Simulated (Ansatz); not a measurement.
The starting structures come from a database of crystals and need not be the phases stable at ambient conditions.

Inside the gap of an insulator the Bloch states are evanescent, with a wavenumber k + iκ along the transport direction.

Input:

```
CELL_PARAMETERS angstrom
      4.00954     0.00000     0.00000
      0.00000     4.00954     0.00000
      2.00477    -2.00477     2.83517
ATOMIC_POSITIONS crystal
  Li 0.25000 0.25000 0.50000
  Li 0.75000 0.75000 0.50000
  S  0.00000 0.00000 0.00000
```

Space group of this cell: Fm-3m, anti-fluorite. The cell is taken as given.

Transport runs along the normal of the first two printed cell vectors, the (001) plane of the conventional cell.

The gap is the functional's own. No spin-orbit coupling. Mid-gap values are interpolated on the energy grid.

Q: State the band gap and the smallest decay constant κ at mid-gap according to r2SCAN run with Ansatz (a program for electronic structure).

A: Gap 3.87 eV on a 10×10×10 mesh; κ = 0.354 1/Å, at the zone centre.
